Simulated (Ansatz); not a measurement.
## MoSi2: pressure 100 GPa

The parent structure is MoSi2 (space group I4/mmm, No. 139; a = 3.217 Å, c = 7.873 Å).

Now apply this change: cell and atoms relaxed at a pressure of 100 GPa.

Calculations: DFT with PBE, PAW potentials and a 420 eV plane-wave cutoff in Ansatz (a first-principles code), scalar-relativistic without spin-orbit coupling. Γ-centred 20×20×20 mesh, Fermi–Dirac width 0.05 eV.

```
quantity                   base     changed        shift
-------------------  ----------  ----------  -----------
volume per atom        13.58 Å³    10.34 Å³     -3.24 Å³
density              6.20 g/cm³  8.14 g/cm³  +1.94 g/cm³
lattice parameter a     3.217 Å     2.916 Å     -0.301 Å
c/a ratio                 2.447       2.503      +0.0552
band gap                   zero        zero            –
```

Final structure:

```yaml
crystal:
  lattice:
    - [-1.45801, 1.45801, 3.64884]
    - [1.45801, -1.45801, 3.64884]
    - [1.45801, 1.45801, -3.64884]
  atoms:
    - { symbol: Mo, position: [0.00000, 0.00000, 0.00000] }
    - { symbol: Si, position: [0.33186, 0.33186, 0.00000] }
    - { symbol: Si, position: [0.66814, 0.66814, 0.00000] }
```

Load acts through the strain it causes; cell and atoms are relaxed under it. No phonon test of stability was made. Competing high-pressure phases were not computed. The final runs are not spin-polarised.
